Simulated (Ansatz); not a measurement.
Base system: Ag in the fcc (Cu type) structure (space group Fm-3m, No. 225).

```xyz
1
Lattice="0.0000 2.0526 2.0526 2.0526 0.0000 2.0526 2.0526 2.0526 0.0000" Properties=species:S:1:pos:R:3 pbc="T T T"
Ag     0.0000     0.0000     0.0000
```

Cartesian axes are those of the cell as printed.

All numbers come from r2SCAN/PAW in Ansatz (an electronic-structure program), no spin-orbit coupling.

Strains are applied to the cell and any free atomic positions relax; under biaxial strain the out-of-plane vector relaxes too.

One change was made to it. Results:

| quantity | base | after |
|---|---|---|
| pressure | 0.0 GPa | 1.9 GPa |
| energy relative to the base (free energy F) | 0 meV/atom | +1.7 meV/atom |

### Question
Which of these changes matches the shifts?
A) isotropic strain −0.58 %
B) biaxial strain −3.62 %, plane normal [111], relaxed out of plane
C) biaxial strain −1.80 %, plane normal [001], relaxed out of plane
D) tensor shear ε_yz = +2.87 %

### Answer
A, isotropic strain −0.58 %. For comparison, the pressure in the other runs: biaxial strain −3.62 %, plane normal [111], relaxed out of plane gives 5.2 GPa; biaxial strain −1.80 %, plane normal [001], relaxed out of plane gives 0.9 GPa; tensor shear ε_yz = +2.87 % gives 0.4 GPa.

Without a gap, meshes like the base's 19×19×19 leave anisotropic stresses uncertain by several tenths of a GPa, and small strain energies with them. Stability against distortions was not tested.
